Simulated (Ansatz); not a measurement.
TaC (Fm-3m): band-structure transport figures

Given:

```
CELL_PARAMETERS angstrom
      0.00000     2.23757     2.23757
      2.23757     0.00000     2.23757
      2.23757     2.23757     0.00000
ATOMIC_POSITIONS crystal
  Ta 0.00000 0.00000 0.00000
  C  0.50000 0.50000 0.50000
```

The numbers are results of PBE, rigid bands (plane waves, PAW, scalar-relativistic; Ansatz, a first-principles code), not measurements. Condition of this run: functional PBE, cell relaxed with it. Cell: cell and atoms relaxed with PBE.

```yaml
density of states at the Fermi level: 0.633 states/(eV·cell), both spins
bare Sommerfeld coefficient: 0.75 mJ/(mol of atoms·K²)
drude_plasma_energy: 8.2 eV
root-mean-square Fermi velocity: 9.5e5 m/s
resistivity times τ: 7.3 ×10⁻²² Ω·m·s
```

A metal at this level (no band gap); rigid bands, thermally averaged at 300 K, both spins. Spin-orbit coupling is left out, which matters with elements this heavy. τ is one relaxation time for all states.
